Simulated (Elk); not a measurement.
Worked example: self-consistent single point of TiPt3 (Pm-3m, 4 atoms in the cell) in Elk.

Level of theory: PBEsol, all-electron FP-LAPW, Elk's shipped species files, APW+lo basis with extra local orbitals in Elk.

```
CELL_PARAMETERS angstrom
      3.87390     0.00000     0.00000
      0.00000     3.87390     0.00000
      0.00000     0.00000     3.87390
ATOMIC_POSITIONS crystal
  Ti 0.00000 0.00000 0.00000
  Pt 0.50000 0.50000 0.00000
  Pt 0.00000 0.50000 0.50000
  Pt 0.50000 0.00000 0.50000
```

Reference input (self-consistent single point, DFT, PBE, all-electron FP-LAPW, Elk's shipped species files, APW+lo basis with extra local orbitals): xctype = 20; rgkmax = 8; stype = 0; swidth = 0.00999582 Ha; ngridk = 7 7 7; gmaxvr = 14 1/bohr; nxlo = 2; lorbcnd = true; rmtscf = 0.87; lmaxi = 3. This run's input differs from it in these lines:

```diff
@@ -4,3 +4,3 @@
 xctype
-  20
+  22
```

Output, abridged:

```
│ Self-consistent loop started │
│ Loop number : 1 │
 total energy                :     -56123.8543988
│ Loop number : 2 │
 total energy                :     -56130.4241986
RMS change in Kohn-Sham potential (target) :   0.3622786483     (  0.1000000000E-05)
Absolute change in total energy (target)   :    6.569799766     (  0.1000000000E-03)
│ Loop number : 3 │
 total energy                :     -56130.1249748
RMS change in Kohn-Sham potential (target) :   0.3834542586     (  0.1000000000E-05)
Absolute change in total energy (target)   :    1.343226147     (  0.1000000000E-03)
│ Loop number : 4 │
   [... lines left out ...]
Absolute change in total energy (target)   :   0.9871504444E-03 (  0.1000000000E-03)
│ Loop number : 17 │
 total energy                :     -56177.9472554
RMS change in Kohn-Sham potential (target) :   0.1769247245E-06 (  0.1000000000E-05)
Absolute change in total energy (target)   :   0.2968281333E-03 (  0.1000000000E-03)
│ Loop number : 18 │
 total energy                :     -56177.9472326
RMS change in Kohn-Sham potential (target) :   0.8012776315E-07 (  0.1000000000E-05)
Absolute change in total energy (target)   :   0.9703584510E-04 (  0.1000000000E-03)
Convergence targets achieved

│ Loop number : 19 │

Energies :
 Fermi                       :     0.495324792864
 total energy                :     -56177.9472288

Density of states at Fermi energy :    46.85094807
 (states/Hartree/unit cell)

Estimated indirect band gap :   0.5544663973E-02
 from k-point      4 to k-point      1
Estimated direct band gap   :   0.5575878695E-02
 at k-point      4

Charges :
 core                        :    154.0000000
 valence                     :    102.0000000
 interstitial                :    7.141922904
 muffin-tins (core leakage)
  species :    1 (Ti)
   atom    1                 :    19.65658377     (  0.2030096091E-07)
  species :    2 (Pt)
   atom    1                 :    76.40049777     (  0.1053832039E-02)
   atom    2                 :    76.40049777     (  0.1053832039E-02)
   atom    3                 :    76.40049777     (  0.1053832039E-02)
 total in muffin-tins        :    248.8580771
 total calculated charge     :    255.9918788
 total charge                :    256.0000000
 error                       :   0.8121215481E-02

│ Self-consistent loop stopped │
```

The run converged in 19 iterations. The count includes the last loop, which Elk runs after its targets are met. 

The starting cell comes from a database of computed structures (which also holds hypothetical and non-ambient phases and stackings), without a prior relaxation at this level. Its lattice was rescaled by a random factor within 2.5 % of one. Spin-orbit coupling is off. Spin polarisation is off. Values depend on the basis (sphere radii, cutoffs, local orbitals), which need not be converged. The log's line on a gap gives a spacing of levels on this mesh, which the program prints for metals too.

Cost on one core of a shared machine: roughly 60 s.
